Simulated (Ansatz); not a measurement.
We consider BaAl2O4 (C2, No. 5, 14 atoms in the cell; start mp-1228007; a measured phase of this formula has another space group), described by G0W0@PBEsol+SOC (plane waves, hard PAW, contour deformation, complete-basis limit, spin–orbit shift from PBEsol; Ansatz, a quantum-chemistry and plane-wave program).

Run with largest k mesh 6×6×4 (not extrapolated in the mesh).

Cell (relaxed with PBEsol):

```yaml
crystal:
  lattice:
    - [4.49350, -2.59568, -0.00302]
    - [4.49350, 2.59568, -0.00302]
    - [-0.10607, 0.00000, 8.86820]
  atoms:
    - { symbol: Ba, position: [0.00249, 0.99644, 0.25025] }
    - { symbol: Ba, position: [0.00356, 0.99751, 0.74975] }
    - { symbol: Al, position: [0.67671, 0.65716, 0.44637] }
    - { symbol: Al, position: [0.34284, 0.32329, 0.55363] }
    - { symbol: Al, position: [0.33884, 0.32879, 0.94639] }
    - { symbol: Al, position: [0.67121, 0.66116, 0.05361] }
    - { symbol: O, position: [0.70013, 0.63245, 0.24990] }
    - { symbol: O, position: [0.36755, 0.29987, 0.75010] }
    - { symbol: O, position: [0.00468, 0.64576, 0.50952] }
    - { symbol: O, position: [0.35424, 0.99532, 0.49048] }
    - { symbol: O, position: [0.65714, 0.34286, 0.50000] }
    - { symbol: O, position: [0.99719, 0.35168, 0.98694] }
    - { symbol: O, position: [0.64832, 0.00281, 0.01306] }
    - { symbol: O, position: [0.34793, 0.65207, 0.00000] }
```

Give the computed band gap.


- band gap: 6.47 eV

Note: the correction to the complete basis was taken at k points off the band edges; spin–orbit coupling enters as the shift of the gap found with a semilocal functional.

The computed numbers hold no vibrational or temperature effects.

The result took around 40 core-hours (rough).

A start named mp-… is a Materials Project structure, which need not be a measured phase.
